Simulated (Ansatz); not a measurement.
The starting structures come from a database of crystals and need not be the phases stable at ambient conditions.

By PBEsol, the system below comes out a metal.

Without scattering a metal conducts by its projected Fermi surface.

```
CELL_PARAMETERS angstrom
      4.71275     0.00000     0.00000
     -2.35638     4.08136     0.00000
      2.35638     1.36045     3.84795
ATOMIC_POSITIONS crystal
  Li 0.50000 0.75000 0.75000
  Li 0.00000 0.00000 0.00000
  Cd 0.50000 0.25000 0.25000
  Cd 0.00000 0.50000 0.50000
```

Space group of this cell: Fd-3m. The cell is taken as given; by PBEsol its mean pressure is -1.1 GPa.

The current flows along the normal of the first two printed cell vectors, the (111) plane of the conventional cell. No spin-orbit coupling; the value is a mean over 0.1 eV about the Fermi level.

Q: Predict the ballistic conductance per area from Ansatz (an electronic-structure program) with PBEsol.

A: 0.74 × 10¹⁵ S/m² for both spins.
